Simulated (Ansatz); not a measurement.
Take Zr in the hcp (Mg type) structure (space group P6_3/mmc, No. 194; a = 3.1825 Å, c = 5.1235 Å; relaxed with 0.1 eV smearing) as the base. Axes: x lies along a and z along c of the hexagonal cell.

Level of theory: PBEsol (Ansatz, a quantum-chemistry and plane-wave program), without spin-orbit coupling.

Strains are applied to the cell and any free atomic positions relax; under stress the whole cell relaxes.

One change was made to it. Results:

The shortest interatomic distance goes up by 0.0039 Å (3.153 Å → 3.156 Å); the energy increases by 6.5 meV/atom.

Q: Which of these changes matches the shifts?
A. uniaxial strain ε_xx = +2.66 %
B. uniaxial stress, 2 GPa compression along x
C. tensor shear ε_xz = +0.14 %
D. isotropic strain +2.23 %

A: A, uniaxial strain ε_xx = +2.66 %. For comparison, the energy relative to the base in the other runs: isotropic strain +2.23 % gives +29 meV/atom; uniaxial stress, 2 GPa compression along x gives +3.3 meV/atom; tensor shear ε_xz = +0.14 % gives 0.0 meV/atom.

Beyond what the load breaks, stability against distortions was not tested. All final runs are without spin polarisation.
